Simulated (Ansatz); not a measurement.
Input:

```
ZnSiP2
1.0
   -2.64492     2.64492     5.17545
    2.64492    -2.64492     5.17545
    2.64492     2.64492    -5.17545
Zn Si P
2 2 4
Direct
  0.00000   0.00000   0.00000
  0.75000   0.25000   0.50000
  0.50000   0.50000   0.00000
  0.25000   0.75000   0.50000
  0.87500   0.86234   0.48734
  0.13766   0.62500   0.01266
  0.37500   0.38766   0.51266
  0.61234   0.12500   0.98734
```

No spin polarisation.

The values are results of LDA (Ansatz, a first-principles code), spin-orbit coupling left out, not measurements. Γ-centred 9×9×9 mesh, Fermi–Dirac width 0.05 eV.

Task: Predict the width of the top valence band.

Result: 1.37 eV.

Task: Estimate the hole mass.

Result: 0.17 mₑ along c, 0.35 mₑ across (at Γ).

Task: What band gap does the calculation give?

Result: 1.09 eV.

Load acts through the strain it causes; cell and atoms are relaxed under it. Effective masses come from finite differences of ±0.01 Å⁻¹. No phonon test of stability was made. The cell was made from ZnSiP$_{2}$ in the chalcopyrite structure (space group I-42d, No. 122) by this change: pressure 0.9 GPa.
